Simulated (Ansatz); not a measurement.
O_N in beta Si3N4 (start: the N(2,3-fold) site; 84-site cell, 2×2×2 shifted sampling). Method: PBE, PAW (plane waves to 420 eV; Ansatz, a program for electronic structure). Total energies of the localised charge states, counted from that of charge +1, and their image corrections (point charge with alignment); the host's valence-band maximum lies at 8.028 eV on the cells' energy zero and its gap is 4.25 eV.

```json
[
 {"charge": "+1", "moment (μB)": "not spin-polarised", "E − E(first) (eV)": "0.000", "correction (eV)": "0.220"},
 {"charge": "0", "moment (μB)": "1.0", "E − E(first) (eV)": "11.639", "correction (eV)": "0.000"},
 {"charge": "−1", "moment (μB)": "not spin-polarised", "E − E(first) (eV)": "22.202", "correction (eV)": "0.208"}
]
```

Derive the transition levels above the valence-band maximum and say which of them are thermodynamic.

A level is the Fermi energy at which two charges have equal formation energy: ε(q/q′) = [E(q′) + corr(q′) − E(q) − corr(q)] / (q − q′) − E_VBM.
ε(+1/0) = [(11.639 + 0.000) − (0.000 + 0.220)] / 1 − 8.028 = 3.39 eV
ε(0/−1) = [(22.202 + 0.208) − (11.639 + 0.000)] / 1 − 8.028 = 2.74 eV
Charge 0 lies above the lower envelope where its neighbours cross, so the level that counts is ε(+1/−1) = [(22.202 + 0.208) − (0.000 + 0.220)] / 2 − 8.028 = 3.07 eV.
Thermodynamic levels at least 0.1 eV inside the gap: (+1/−1) at 3.07 eV. They hold to tenths of an eV in this cell. Only the charges listed were compared. Flagged in the runs: a host whose relaxation on this sampling wasn't shown to rest.
